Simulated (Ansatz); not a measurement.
ZnSiAs2 (I-42d, No. 122, 8 atoms in the cell; start mp-3595), treated with LDA (Ansatz, a first-principles code, PAW).

Run with plane-wave cutoff 520 eV, 8×8×8 k mesh, Fermi–Dirac smearing 0.01 eV, scalar-relativistic PAW data made under PBE.

Cell (relaxed at this level):

```cif
data_As8Si4Zn4
_chemical_formula_sum 'Zn4 Si4 As8'
_space_group_name_H-M_alt 'I-42d'
_space_group_IT_number 122
_space_group_name_Hall 'I -4 2bw'
_cell_length_a 5.53048
_cell_length_b 5.53048
_cell_length_c 10.83127
_cell_angle_alpha 90.000
_cell_angle_beta 90.000
_cell_angle_gamma 90.000
loop_
_atom_site_label
_atom_site_type_symbol
_atom_site_symmetry_multiplicity
_atom_site_Wyckoff_symbol
_atom_site_fract_x
_atom_site_fract_y
_atom_site_fract_z
_atom_site_occupancy
Zn1 Zn 4 a 0.00000 0.00000 0.00000 1
Si1 Si 4 b 0.00000 0.00000 0.50000 1
As1 As 8 d 0.25906 0.25000 0.12500 1
```
(The calculation used a cell of 8 atoms; values per cell refer to that cell.)

What does this level give for the band gap and bulk modulus B0?


band gap: 0.99 eV (on the SCF k mesh)
bulk modulus B0: 80.6 GPa

Note: the relaxation could not lower the start's symmetry, so the cell can be a saddle point above a distorted one; the bulk modulus is −V dP/dV from two relaxed cells at ±2 % in volume.

Spin–orbit coupling is not included.

Computed values are for the static lattice.

A start named mp-… is a Materials Project structure, which need not be a measured phase.
